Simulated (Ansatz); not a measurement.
LaCuSeO (P4/nmm), PBEsol, rigid bands run with Ansatz (a first-principles code): N_c = 2.34e19 cm⁻³ at 300 K and an electron conductivity mass of 6.40 mₑ along z (a = (4.02, 0.00, 0.00) Å; b = (0.00, 4.02, 0.00) Å; c = (0.00, 0.00, 8.64) Å).

Task: For 1e17 electrons per cm³ at 300 K, place the Fermi level, estimate the Seebeck coefficient of a parabolic band with constant τ, and give mobility and conductivity for τ = 20 fs.

Result: The level lies k_BT ln(N_c/n) = 0.141 eV below the conduction-band minimum. S ≈ −(k_B/e)[ln(N_c/n) + 5/2] = -686 μV/K, against -669 μV/K from the full bands (mean over directions). μ = eτ/m = 5.50 cm²/(V·s) and σ = neμ = 0.0881 S/cm. τ is assumed, not computed.

Band transport and this doping are assumed; polarons and phonon drag are left out. Spin-orbit coupling is left out.

Formula and space group known from diffraction (Crystallography Open Database), not checked to be the room-temperature form: LaCuSeO (P4/nmm).
